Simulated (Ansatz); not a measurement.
Take NbP (space group I4_1md, No. 109; a = 3.3400 Å, c = 11.4480 Å) as the base.

Method: r2SCAN, PAW, 500 eV (Ansatz, an electronic-structure program; no spin-orbit coupling).

One change was made to it. Results:

```csv
quantity,base,after
density,6.44 g/cm³,6.89 g/cm³
band gap,zero,zero
c/a ratio,3.428,3.387
```

Task: Which change produced these results?
(A) pressure 0.9 GPa
(B) pressure 4.5 GPa
(C) pressure 15 GPa
(D) pressure 30 GPa

Result: C, pressure 15 GPa. For comparison, the density in the other runs: pressure 4.5 GPa gives 6.59 g/cm³; pressure 30 GPa gives 7.27 g/cm³; pressure 0.9 GPa gives 6.47 g/cm³.

Load acts through the strain it causes; cell and atoms are relaxed under it. Stability against distortions was not tested. No other phases were tried under pressure. All final runs are without spin polarisation. The zero or small gap of NbP can change with the level of theory.
